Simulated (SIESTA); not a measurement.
**Short convergence ladders for TiCd (P4mm, 4 atoms in the cell)**

```
TiCd
1.0
    2.90254     0.00000     0.00000
    0.00000     2.90254     0.00000
    0.00000     0.00000     9.05925
Ti Cd
2 2
Direct
  0.00000   0.50000   0.39679
  0.50000   0.00000   0.60873
  0.00000   0.50000   0.86667
  0.50000   0.00000   0.13333
```

Base method: GGA PBEsol, numerical atomic orbitals DZP, PseudoDojo PBEsol standard norm-conserving potentials (rewritten from UPF to PSML) (SIESTA).

Base settings: XC.functional = GGA; XC.authors = PBEsol; potentials = PseudoDojo PBEsol standard; PAO.BasisSize = DZP; PAO.EnergyShift = 0.01 Ry; MeshCutoff = 350 Ry; kgrid.MonkhorstPack = 5 5 2; OccupationFunction = FD; ElectronicTemperature = 0.1 eV; MaxSCFIterations = 150.

**The k-point mesh at a smearing width of 0.02 eV**

In this ladder: ElectronicTemperature = 0.02 eV.

Only quantities that move along the ladder and can be compared are tabulated.

```csv
kgrid.MonkhorstPack,free energy less the last step's (meV/atom),pressure (GPa),largest difference of a force vector from the last step's (eV/Å)
4 4 2,-30.03,-7.39,0.206
5 5 2,18.34,-6.64,0.062
6 6 2,5.78,-6.86,0.057
7 7 3,-3.10,-6.87,0.066
8 8 3,6.85,-6.83,0.044
12 12 4,-2.73,-6.87,0.011
18 18 6,-1.18,-6.88,0.024
22 22 7,0.00,-6.87,0.000
```

Coarsest kgrid.MonkhorstPack that holds the pressure within 0.1 GPa of the last step, with all finer ones: 6 6 2; the step before is off by 0.24 GPa.

State of the free energy at the end of the ladder: still drifting one way, by 2.7 meV/atom over the last two steps, so the last step is no safe reference.

Coarsest kgrid.MonkhorstPack that holds the forces within 0.02 eV/Å: not settled: the last two steps still differ by 0.024 eV/Å, over half the tolerance, so the ladder does not show it.

**The width of Fermi-Dirac smearing**

In this ladder: kgrid.MonkhorstPack = 8 8 4.

Narrow widths need finer meshes than wide ones, so the last steps can hold mesh noise.

Only quantities that move along the ladder and can be compared are tabulated; pressure and forces are left out, as mesh noise rules them at narrow widths.

| ElectronicTemperature | free energy less the last step's (meV/atom) |
|---|---|
| 1 eV | -1389.43 |
| 0.5 eV | -336.79 |
| 0.3 eV | -107.22 |
| 0.2 eV | -42.30 |
| 0.1 eV | -7.98 |
| 0.05 eV | 0.00 |

Widest ElectronicTemperature that holds the free energy within 5 meV/atom: not settled: the last two steps still differ by 8.0 meV/atom, over half the tolerance, so the ladder does not show it.

**The SCF threshold**

In this ladder: SCF.DM.Tolerance = default; SCF.DM.Converge = false; SCF.H.Converge = false; SCF.FreeE.Converge = true.

The mesh stays at the base's, so the ladder's end is converged at best in this setting alone.

Only quantities that move along the ladder and can be compared are tabulated.

```tsv
SCF.FreeE.Tolerance	free energy less the last step's (meV/atom)	pressure (GPa)	largest difference of a force vector from the last step's (eV/Å)
1.0E-01 eV	1.22	-6.82	0.106
1.0E-02 eV	0.14	-6.36	0.034
1.0E-03 eV	0.00	-6.49	0.004
1.0E-04 eV	0.00	-6.46	0.002
1.0E-05 eV	0.00	-6.46	0.002
1.0E-07 eV	0.00	-6.47	0.000
1.0E-10 eV	0.00	-6.47	0.000
```

Coarsest SCF.FreeE.Tolerance that holds the forces within 0.01 eV/Å of the last step, with all finer ones: 1.0E-03 eV; the step before is off by 0.034 eV/Å.

Coarsest SCF.FreeE.Tolerance that holds the free energy within 0.5 meV/atom of the last step, with all finer ones: 1.0E-02 eV; the step before is off by 1.2 meV/atom.

Coarsest SCF.FreeE.Tolerance that holds the pressure within 0.2 GPa of the last step, with all finer ones: 1.0E-02 eV; the step before is off by 0.35 GPa.

On the base run: the starting cell comes from a database of computed structures (which also holds hypothetical and non-ambient phases and stackings), without a prior relaxation at this level. Its lattice was rescaled by up to half a per cent. One atom was moved a little off its site on purpose. Spin polarisation is off. Values carry the incompleteness of an atom-centred basis. In the base run, with a pressure of about -6 GPa the cell is away from its equilibrium volume at this level. Without a gap this mesh is coarse (it stands for a supercell whose shortest vector is 15 Å).

Left out of this page: 2 runs of the series outside the window shown, repeating another row's setting, or not comparable; 1 run of the series failed or unconverged.
